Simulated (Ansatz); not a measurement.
Input and output of a self-consistent single point for a sheet of PtS2 (3 atoms in the cell) (Ansatz, an electronic-structure program).

Level of theory: PBE (plane waves, PAW; Ansatz).

The change in words: lattice scaled in the plane by 0.98. Reference geometry:
```
CELL_PARAMETERS angstrom
      3.35403     0.00000     0.00000
     -1.67701     2.90467     0.00000
      0.00000     0.00000    16.79262
ATOMIC_POSITIONS crystal
  Pt 0.00000 0.00000 0.50000
  S  0.33333 0.66667 0.58315
  S  0.66667 0.33333 0.41685
```

Reference input (self-consistent single point, DFT, PBE, plane waves, default PAW files): basis.ecutwfc = 420 eV; kpoints.mp_grid.grid = 11 11 1; hamiltonian.xc = pbe; hamiltonian.pseudopotentials = {kind: paw} (the program's default PAW files); scf.occupations.method = fermi_dirac; scf.occupations.width = 0.1 eV. This run's input differs from it in these lines:

Ansatz 0.2 input:
```diff
@@ -2,4 +2,4 @@
   lattice:
-    - [3.35402500, 0.00000000, 0.00000000]
-    - [-1.67701300, 2.90467100, 0.00000000]
+    - [3.28694400, 0.00000000, 0.00000000]
+    - [-1.64347300, 2.84657800, 0.00000000]
     - [0.00000000, 0.00000000, 16.79262400]
@@ -7,4 +7,4 @@
     - { symbol: Pt, position_ang: [0.00000000, 0.00000000, 8.39631200] }
-    - { symbol: S, position_ang: [-0.00000201, 1.93644830, 9.79261869] }
-    - { symbol: S, position_ang: [1.67701401, 0.96822270, 7.00000531] }
+    - { symbol: S, position_ang: [-0.00000231, 1.89771962, 9.79261869] }
+    - { symbol: S, position_ang: [1.64347331, 0.94885838, 7.00000531] }
 basis:
```

Output, abridged:

```
SCF iter   1: F=—  HF=-14327.722910 eV  |F-HF|=—  |Δ(HF+E_count)|=         —  Δρ=2.21e-3  dr2=1.08e-2  ethr=1.77e-3  ⟨swp⟩=8.6  Hψ=1925  notcnv=0
all-band conjugate gradients solve this SCF's bands
preconditioner: auto → none
SCF iter   2: F=—  HF=-14327.724336 eV  |F-HF|=—  |Δ(HF+E_count)|=   1.43e-3  Δρ=2.23e-3  dr2=1.53e-2  ethr=3.60e-5  ⟨swp⟩=3.1  Hψ=809  notcnv=0
SCF iter   3: F=—  HF=-14327.722129 eV  |F-HF|=—  |Δ(HF+E_count)|=   2.21e-3  Δρ=8.13e-4  dr2=1.37e-3  ethr=3.60e-5  ⟨swp⟩=2.2  Hψ=454  notcnv=0
SCF iter   4: F=—  HF=-14327.722277 eV  |F-HF|=—  |Δ(HF+E_count)|=   1.48e-4  Δρ=2.34e-4  dr2=3.66e-5  ethr=4.56e-6  ⟨swp⟩=2.4  Hψ=423  notcnv=0
SCF iter   5: F=—  HF=-14327.722320 eV  |F-HF|=—  |Δ(HF+E_count)|=   4.35e-5  Δρ=4.72e-5  dr2=1.94e-6  ethr=1.22e-7  ⟨swp⟩=2.1  Hψ=481  notcnv=0
SCF iter   6: F=—  HF=-14327.722325 eV  |F-HF|=—  |Δ(HF+E_count)|=   4.13e-6  Δρ=1.00e-5  dr2=1.11e-7  ethr=6.45e-9  ⟨swp⟩=2.0  Hψ=465  notcnv=0
SCF iter   7: F=-14327.722325 eV  HF=-14327.722325 eV  |F-HF|=4.47e-9  |Δ(HF+E_count)|=   1.97e-7  Δρ=2.03e-6  dr2=3.56e-9  ethr=3.33e-10  ⟨swp⟩=9.2  Hψ=1552  notcnv=0
SCF 1 converged in 7 iterations: F = -14327.722325 eV  dr2 = 3.56e-9
Free energy (F): -14327.722325 eV
Internal energy: -14327.721689 eV  (E = F + TS)
E sigma→0 (E₀):  -14327.722007 eV
Entropy (-TS):   -0.000636 eV (-0.212 meV/atom)
Fermi energy:    0.532702 eV
--- Forces (eV/Å), atoms counted from 1 ---
  atom   1  Pt     0.00000000     0.00000000     0.00000000
  atom   2  S     -0.00000000    -0.00000000     0.12363370
  atom   3  S      0.00000000     0.00000000    -0.12363370
--- Stress (GPa, compression-positive) ---
        6.544821      -0.000000      -0.000000
       -0.000000       6.544821       0.000000
       -0.000000       0.000000       0.352075
  P = ⅓ Tr σ = 4.4806 GPa (44.806 kbar)
  The stress holds the Pulay correction. Without it, at fixed plane waves, as pw.x and ABINIT print it: P = 4.4691 GPa
```

The run converged in 7 iterations. Against the reference run the free energy goes up by 68.2 meV/atom, the largest force goes from 0.478 to 0.124 eV/Å and the gap on the mesh goes from 1.439 to 1.354 eV.

The starting cell was generated: these elements placed on a structure prototype, without a prior relaxation; it need not be a known phase or ordering of this composition. Its lattice was rescaled in the plane by a random factor within 2.5 % of one. For this run, on top of that: lattice scaled in the plane by 0.98. Spin-orbit coupling is off.
